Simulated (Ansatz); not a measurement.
For YGe (Cmcm, No. 63, 4 atoms in the cell; start mp-9971), LDA (PAW; Ansatz, a first-principles code) gives:

```
Item                                  Value
---------------------------  --------------
equilibrium volume per atom   21.41 Å³/atom
enthalpy of formation        -0.999 eV/atom
```

**Question.** What does r²SCAN+rVV10 (Ansatz, plane waves, PAW) give for the same quantities?

**Answer.** 
- equilibrium volume per atom: 22.51 Å³/atom (grows by 5.1 %)
- formation enthalpy: -1.026 eV/atom (moves by -0.027 eV/atom)

Changes are worked out from the printed values.

Unless a cell is named, each level is at its own relaxed cell (LDA 21.41, r²SCAN+rVV10 22.51 Å³/atom).

The crystal itself was run without spin with LDA, r²SCAN+rVV10; a magnetic state was not tried in these runs.

Caveats: the relaxation could not lower the start's symmetry, so the cell can be a saddle point above a distorted one (LDA, r²SCAN+rVV10). Ansatz's density-functional and Hartree–Fock values are scalar-relativistic unless marked +SOC, with PAW data made under PBE.

A start named mp-… is a Materials Project structure, which need not be a measured phase.
